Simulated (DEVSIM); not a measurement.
System: W/Si3N4/SiO2/n-Si capacitor, at 400 K.

```csv
layer (left to right),material,thickness (nm),Nd (cm⁻³)
1,Si3N4,13.0,-
2,SiO2,1.30,-
3,Si,6400,8.1e15
```

Metal gate on the left, work function 4.6 eV. Fixed charge at the semiconductor interface 0 cm⁻² (in units of +e); no interface traps.

The device is made up for the run: typed textbook-type constants, with dimensions and the other settings drawn at random. Values at 300 K; Nc and Nv go as T^1.5, mobilities as T to minus their exponent, the gap by Varshni's rule with the affinity fixed.

| parameter | Si3N4 | SiO2 | Si |
|---|---|---|---|
| gap (eV) | 5.1 | 9 | 1.124 |
| affinity (eV) | 2.1 | 0.9 | 4.05 |
| permittivity | 7.5 | 3.9 | 11.7 |
| Nc (cm⁻³) | - | - | 2.86e19 |
| Nv (cm⁻³) | - | - | 3.1e19 |
| Varshni α (eV/K) | - | - | 0.000473 |
| Varshni β (K) | - | - | 636 |

Simulated with DEVSIM: 1D Poisson equation in equilibrium, Boltzmann statistics, complete ionisation; no quantum confinement or tunnelling. Metal contacts follow the ideal Schottky-Mott rule: no Fermi-level pinning, no interface dipoles.

The temperature was swept, all else fixed.

```tsv
temperature (K)	flat-band voltage (V)	threshold voltage (band bending 2φF) (V)	minimum of the low-frequency capacitance (μF/cm²)
250	0.38	-0.52	0.0299
300	0.34	-0.46	0.0331
350	0.30	___	___
400	0.25	-0.33	0.0410
450	0.21	-0.26	0.0505
500	0.17	-0.19	0.0609
```

### Question
Fill in the missing entries.

### Answer

- 350, threshold voltage (band bending 2φF) (V): -0.40
- 350, minimum of the low-frequency capacitance (μF/cm²): 0.0359
